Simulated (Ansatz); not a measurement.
**What uniaxial strain ε_zz = +2.50 % does to ZnSe**

Consider ZnSe in the zinc blende structure (space group F-43m, No. 216; a = 5.6333 Å). Axes: x, y, z lie along the cube axes.

Now apply this change: uniaxial strain ε_zz = +2.50 %, all other strain components held at zero; the atoms relax in the strained cell.

Calculations: PBEsol (Ansatz, a first-principles code), no spin-orbit coupling. k-mesh 10×10×10 (Γ-centred); smearing 0.05 eV (Fermi–Dirac).

* **Volume per atom**: 22.90 Å³ (base 22.35 Å³)
* **Space group**: I-4m2 (No. 119) (base F-43m (No. 216))
* **Energy relative to the base (free energy F)**: +3.8 meV/atom
* **Pressure (mean of the normal stresses, compression positive)**: -1.53 GPa (base 0.00 GPa)
* **Band gap**: 1.11 eV (base 1.24 eV)
* **Gap character**: direct at Γ (base direct at Γ)
* **Electron mass**: 0.086 mₑ (at Γ) (base 0.091 mₑ (at Γ))
* **Valence-band top at Γ (three highest levels, from the VBM)**: 0.00, 0.00, -0.10 eV (base 0.00, 0.00, 0.00 eV)
* **Valley order (the lowest conduction-band minima on the path, energy above the VBM, named in the base's zone)**: Γ 1.11 eV; L along [111] 2.40 eV (base Γ 1.24 eV; L along ⟨111⟩ 2.48 eV)
* **Stress (xx, yy, zz, yz, xz, xy; compression positive)**: (-1.21, -1.21, -2.16, 0.00, 0.00, 0.00) GPa

Effective masses come from finite differences of ±0.01 Å⁻¹. Whether these cells are dynamically stable was not tested. Labels are those of the standard path for the cell's own space group.
